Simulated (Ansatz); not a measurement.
We look at the energy of the reaction as written. Reaction: cell B → cell A. A negative value means that the right-hand side lies lower.

Cell A: a sheet of composition Ta, 1 atom, square cell of 2.60 Å (6.7 Å²), symmetry P4/mmm, 0.0 Å thick under 16 Å of vacuum, in-plane vectors relaxed; planes from bottom to top: Ta; a model cell; spin state with PBE: no moments, k-point mesh 22×22×1.
```yaml
crystal:
  lattice:
    - [2.59641, 0.00000, 0.00000]
    - [0.00000, 2.59641, 0.00000]
    - [0.00000, 0.00000, 16.00000]
  atoms:
    - { symbol: Ta, position: [0.00000, 0.00000, 0.50000] }
```

Cell B: a sheet of composition Ta, 1 atom, hexagonal cell of 2.73 Å (6.5 Å²), symmetry P6/mmm, 0.0 Å thick under 16 Å of vacuum, in-plane vectors relaxed; planes from bottom to top: Ta; a model cell; spin state with PBE: no moments, k-point mesh 24×24×1.
```xyz
1
Lattice="2.7338 0.0000 0.0000 -1.3669 2.3675 0.0000 0.0000 0.0000 16.0000" Properties=species:S:1:pos:R:3 pbc="T T T"
Ta     0.0000     0.0000     8.0000
```

All numbers come from Ansatz (a quantum-chemistry and plane-wave program), plane waves with PAW, its PAW set soft_1, cutoff 420 eV, 500 eV for r2SCAN. The structures are at rest with PBE; other levels are single points on them. Neutral cells; Fermi-Dirac smearing of at most 0.10 eV in the solids, energies taken to zero width. The lattices are those relaxed with PBE, so at other levels the solids can be strained, which adds to the spread. A dispersion term (D3(BJ), or D4 for r2SCAN) was computed beside these levels and is taken off wherever the name lacks it. Nuclei at rest; no vibrational terms. Spin-orbit coupling is left out. The cells' k-point meshes differ in density, so the last digit is unsettled. Cell A has symmetry P4/mmm and got no random move, so less symmetric positions, which may lie lower, weren't tried. Cell B has symmetry P6/mmm and got no random move, so less symmetric positions, which may lie lower, weren't tried.

Problem. What is the computed value (PBE)?

Solution. 0.48 eV, for cell B → cell A.

Problem. List the value at the remaining levels and say how far they part.

Solution. 
```json
[
 {"Functional": "r2SCAN", "value (eV)": "0.50", "less PBE": "0.02"}
]
```

The levels span only 0.02 eV, too little to tell them apart.
